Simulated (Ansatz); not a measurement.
# PtGe, pressure series

Base system: PtGe (space group Pnma, No. 62).

```
CELL_PARAMETERS angstrom
      5.81870     0.00000     0.00000
      0.00000     3.75708     0.00000
      0.00000     0.00000     6.17516
ATOMIC_POSITIONS crystal
  Pt 0.99778 0.25000 0.19239
  Pt 0.49778 0.25000 0.30761
  Pt 0.00222 0.75000 0.80761
  Pt 0.50222 0.75000 0.69239
  Ge 0.18633 0.25000 0.58845
  Ge 0.68633 0.25000 0.91155
  Ge 0.81367 0.75000 0.41155
  Ge 0.31367 0.75000 0.08845
```

Cell and atoms are relaxed at each pressure.

Levels (all Ansatz, a program for electronic structure, PAW): PBE (420 eV, scalar-relativistic without spin-orbit coupling); r2SCAN (500 eV, no SOC).

The base cell above is that of PBE; each level relaxes its own structures.

| case | volume per atom, PBE | volume per atom, r2SCAN |
|---|---|---|
| pressure 0.3 GPa | 16.84 Å³ | 16.39 Å³ |
| pressure 0.7 GPa | 16.79 Å³ | 16.35 Å³ |
| pressure 1.5 GPa | 16.70 Å³ | … |
| pressure 3 GPa | 16.54 Å³ | 16.13 Å³ |
| pressure 5 GPa | 16.34 Å³ | 15.95 Å³ |
| pressure 7.5 GPa | 16.11 Å³ | … |
| pressure 10 GPa | 15.90 Å³ | … |

Task: What belongs in the blanks?

Result: 
- pressure 1.5 GPa, volume per atom, r2SCAN: 16.27 Å³
- pressure 7.5 GPa, volume per atom, r2SCAN: 15.74 Å³
- pressure 10 GPa, volume per atom, r2SCAN: 15.55 Å³

PBE lies above r2SCAN in every row, by 0.35 Å³ to 0.45 Å³. They put the cases in the same order.

Load acts through the strain it causes; cell and atoms are relaxed under it. No phonon test of stability was made. Competing high-pressure phases were not computed. All final runs are without spin polarisation.
